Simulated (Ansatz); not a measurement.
Take LiF in the rock salt structure (space group Fm-3m, No. 225) as the base.

```xyz
2
Lattice="0.0000 1.9951 1.9951 1.9951 0.0000 1.9951 1.9951 1.9951 0.0000" Properties=species:S:1:pos:R:3 pbc="T T T"
F      0.0000     0.0000     0.0000
Li     1.9951     1.9951     1.9951
```

Level of theory: plane-wave PAW DFT at the r2SCAN level (Ansatz, an electronic-structure program, 500 eV), spin-orbit coupling left out.

For the base:

* **Valley order**: Γ 10.33 eV; L along ⟨111⟩ 12.01 eV
* **Shortest interatomic distance**: 1.995 Å
* **Width of the top valence band**: 1.04 eV

Modification: a hydrostatic pressure of 15 GPa.

**Question.** Estimate the effect on the valley order, shortest interatomic distance and width of the top valence band.

**Answer.** The valley order (the lowest conduction-band minima on the path, energy above the VBM, named in the base's zone) goes from Γ 10.33 eV; L along ⟨111⟩ 12.01 eV to Γ 11.84 eV; L along ⟨111⟩ 12.85 eV; the shortest interatomic distance shrinks by 0.093 Å, from 1.995 Å to 1.902 Å; the width of the top valence band grows by 0.25 eV to 1.29 eV.

The levels and masses belong to the bands next to the band gap. Load acts through the strain it causes; cell and atoms are relaxed under it. No phonon test of stability was made. Competing high-pressure phases were not computed.
